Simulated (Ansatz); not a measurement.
An Ansatz (a program for electronic structure) input (plane-wave PAW DFT at the r2SCAN level (Ansatz, 500 eV), no SOC, earlier PAW set):

Ansatz 0.2 input:
```yaml
crystal:
  lattice:
    - [2.9852125907, 0, 0]
    - [0, 5.0154375832, 3.0168310255]
    - [0, -5.0154375832, 3.0168310255]
  atoms:
    - { symbol: Ta, position: [0, 0.1051881929, 0.1051881929] }
    - { symbol: Ta, position: [0.5, 0.2153231195, 0.6693808808] }
    - { symbol: Ta, position: [0.5, 0.6693808808, 0.2153231195] }
    - { symbol: Bi, position: [0, 0.6395154198, 0.6395154198] }
    - { symbol: N, position: [0, 0.9824940564, 0.3880983307] }
    - { symbol: N, position: [0, 0.3880983307, 0.9824940564] }
basis: { ecutwfc: 500, ecutrho_ratio: 4, xc_grid: 3, fft_grid_basis: typed }
kpoints: { mp_grid: { grid: [16, 9, 9] } }
hamiltonian:
  xc: r2scan
  dispersion: none
  pseudopotentials: { azcp: { folder: ./paw }, kind: paw }
scf: { occupations: { method: fermi_dirac, width: 0.05 }, convergence: { dr2_threshold: 0.0000000006 } }
output: { forces: true, stress: true }
checkpoint: { write: state.ck, write_every: 1000 }
```

Question: Which symmetry and how many k-points will the program report, and about how many plane waves at Γ?

Answer: Space group Amm2 (ITA 38) with 4 operations, k-points 225 of 1296, and 2291 plane waves at Γ.

Each cell is one ordered arrangement of few atoms, which overstates ordering effects compared with a random alloy. No phonon test of stability was made. The final runs are not spin-polarised. The cell was made from TaN by this change: x(Bi) = 0.333, 6 atoms, Amm2.
